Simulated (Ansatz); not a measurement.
For GaSb (model structure, within 0.1 Å of P6₂22, No. 180, 6 atoms in the cell), LDA in Ansatz (PAW) gives:

- bulk modulus B0 = 59.9 GPa
- cohesive energy = 3.55 eV/atom

What does r²SCAN in Ansatz (plane waves, PAW) give for the same quantities?


- bulk modulus: 56.0 GPa (decreases by 6.5 %)
- cohesive energy: 2.76 eV/atom (falls by 0.79 eV/atom)

Changes are worked out from the printed values.

Unless a cell is named, each level is at its own relaxed cell (LDA 24.92, r²SCAN 26.15 Å³/atom).

Levels without +SOC leave out spin–orbit coupling, which shifts energies and cells of such heavy elements.

Caveats: the bulk modulus is −V dP/dV from two relaxed cells at ±2 % in volume (LDA, r²SCAN). Ansatz's density-functional and Hartree–Fock values are scalar-relativistic unless marked +SOC, with PAW data made under PBE.

A model structure was made by putting elements into a prototype or built by hand; it is no filed structure, need not be a known phase, and can be a saddle point held by its symmetry.

Ansatz is a first-principles code.
